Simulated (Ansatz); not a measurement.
## Ag2S: pressure series

Consider Ag2S in the anti-fluorite structure (space group Fm-3m, No. 225; a = 6.0902 Å; a model cell, its experimental status unchecked).

Cell and atoms are relaxed at each pressure.

Computed with Ansatz (a first-principles code) PBEsol, no spin-orbit coupling, earlier PAW set.

```json
[
 {"P (GPa)": "-2.00", "V (Å³/atom)": "19.325"},
 {"P (GPa)": "-1.00", "V (Å³/atom)": "19.066"},
 {"P (GPa)": "1.79", "V (Å³/atom)": "18.441"},
 {"P (GPa)": "4.20", "V (Å³/atom)": "17.989"},
 {"P (GPa)": "9.00", "V (Å³/atom)": "17.252"},
 {"P (GPa)": "18.02", "V (Å³/atom)": "16.224"},
 {"P (GPa)": "30.00", "V (Å³/atom)": "15.250"},
 {"P (GPa)": "45.00", "V (Å³/atom)": "14.365"},
 {"P (GPa)": "60.02", "V (Å³/atom)": "13.692"}
]
```

Question: Fit a third-order Birch–Murnaghan equation of state.

Answer: Least squares on P(V) = (3B₀/2)[(V₀/V)^(7/3) − (V₀/V)^(5/3)]·[1 + (3/4)(B₀′ − 4)((V₀/V)^(2/3) − 1)] gives V₀ = 18.83 Å³/atom, B₀ = 82 GPa and B₀′ = 5.2.

Load acts through the strain it causes; cell and atoms are relaxed under it. No phonon test of stability was made. Competing high-pressure phases were not computed. The final runs are not spin-polarised. This is not the structure that Ag2S has at room temperature and ambient pressure.
